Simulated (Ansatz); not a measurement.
Gap of a one-dimensional RbBr body, 8 atoms a period at several levels, all on one geometry.

```xyz
8
Lattice="14.5000 0.0000 0.0000 0.0000 14.5000 0.0000 0.0000 0.0000 6.7325" Properties=species:S:1:pos:R:3 pbc="T T T"
Rb     5.5874     5.5874     0.0000
Br     5.5113     5.5113     3.3663
Br     5.5113     8.9887     0.0000
Rb     5.5874     8.9126     3.3663
Br     8.9887     5.5113     0.0000
Rb     8.9126     5.5874     3.3663
Rb     8.9126     8.9126     0.0000
Br     8.9887     8.9887     3.3663
```

Levels: PBE (plane waves to 420 eV, PAW; Ansatz, a program for electronic structure); Ansatz with PBE with spin-orbit coupling; r2SCAN (plane waves to 500 eV, PAW; Ansatz); HSE06 (Ansatz). Unmarked values and the geometry are of the first. Mesh 1×1×46. No spin polarisation. One-dimensional cell, images about 11 Å apart. A hypothetical model. Symmetry and one short period hold its shape; lower forms weren't sought. Values not marked SOC lack spin–orbit coupling. HSE06 ran on a 1×1×3 mesh and at PBE's edge points.

```csv
level,gap (eV)
PBE,4.34
PBE+SOC,___
r2SCAN,5.14
HSE06,5.38
```

Question: What belongs in the gaps?

Answer: 
- PBE+SOC, gap (eV): 4.21
